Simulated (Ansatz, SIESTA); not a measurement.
Sr2H3I (P-3m1, 6 atoms in the cell) computed with different codes at matched settings

Relaxation of cell and atoms.

```
Sr2H3I
1.0
    4.24273     0.00000     0.00000
   -2.12136     3.67431     0.00000
    0.00000     0.00000     7.68275
Sr H I
2 3 1
Direct
  0.66667   0.33333   0.67866
  0.33333   0.66667   0.32134
  0.00000   0.00000   0.50000
  0.66667   0.33333   0.35725
  0.33333   0.66667   0.64275
  0.00000   0.00000   0.00000
```

Shared settings, as Ansatz (a first-principles code) writes them: kpoints.mp_grid.grid = 6 6 3; scf.occupations.method = fermi_dirac; scf.occupations.width = 0.0015 Ry. Potentials and cutoffs stand in the table.

```json
[
 {"code": "SIESTA", "model": "GGA PBEsol, numerical atomic orbitals DZP, PseudoDojo PBEsol standard norm-conserving potentials (rewritten from UPF to PSML)", "final volume (Å³/atom)": "21.01", "gap on the mesh (eV)": "2.566", "cutoff": "grid 300 Ry"},
 {"code": "Ansatz", "model": "PBEsol, default PAW files made with PBE", "final volume (Å³/atom)": "18.93", "gap on the mesh (eV)": "2.017", "cutoff": "default"}
]
```

Gaps are read on the mesh.

On Ansatz's run: spin-orbit coupling is off.

The spread over the programs that give each value: final volume within 2.08 Å³/atom; gap on the mesh within 0.549 eV.

SIESTA uses small atom-centred bases, whose incompleteness enters pressures, forces and empty levels differently from a plane-wave cutoff. The programs treat the finite-basis stress differently while the cell relaxes: Ansatz adds an estimate of it.

The starting cell comes from a database of computed structures (which also holds hypothetical and non-ambient phases and stackings), without a prior relaxation at this level.

Keys are those of Ansatz 0.2.
